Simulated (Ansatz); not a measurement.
Structures of equal composition on the (111) surface of fcc Ni, ferromagnetic: a layer of Fe in place of the second plane; a layer of Fe in place of the third plane. The slabs share one bottom face, and each structure is named by its start. These are constructed structures in small cells; real faces may alloy, dewet or reconstruct in larger ones, and not all known structures of the face are among them. Slabs of about 10 Å with all that they carry, Fermi-Dirac smearing of 0.1 eV. Bottom of the slabs: a bare face, its two planes held. Relaxed from the named starts with such symmetry as they have, on meshes of like density; energies extrapolated to zero smearing; no spin-orbit coupling, no U. Spin-polarised runs, if any, are marked in brackets, and their order is one that fits the cell; the others ran without spin. Where a second, spin-polarised start was run, the lower counts.

Computed with PBE (plane waves to 420 eV, PAW; Ansatz, a quantum-chemistry and plane-wave program).

Question: Order them by energy per 1x1 cell (lowest first) at the level PBE.

Answer: a layer of Fe in place of the second plane (0.000 eV [spin, 5.8 μB a cell]), a layer of Fe in place of the third plane (0.106 eV [spin, 5.8 μB a cell])
